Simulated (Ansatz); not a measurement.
Response to strain in BP

The reference is BP in the zinc blende structure (space group F-43m, No. 216; a = 4.537 Å). Axes: x, y, z lie along the cube axes.

Strains are applied to the cell and any free atomic positions relax.

Method: r2SCAN (Ansatz, an electronic-structure program; PAW; 500 eV plane waves; scalar-relativistic without spin-orbit coupling).

Notes on the quantities. energy relative to the base: free energy F.

```tsv
uniaxial strain ε_zz (%)	energy relative to the base (meV/atom)
0	0.0
0.5	0.3
1	?
1.5	2.9
2	5.2
2.5	8.1
3	11.6
```

Problem. Fit ΔE = Aε² + Bε³ (ε in %) to the rows shown and predict the withheld row.

Solution. Least squares on the printed values gives A = 1.31 and B = -0.0068 meV/atom (largest residual 0.0 meV/atom); this predicts 1.3 meV/atom, and the run gives 1.3 meV/atom, in agreement.

No phonon test of stability was made.
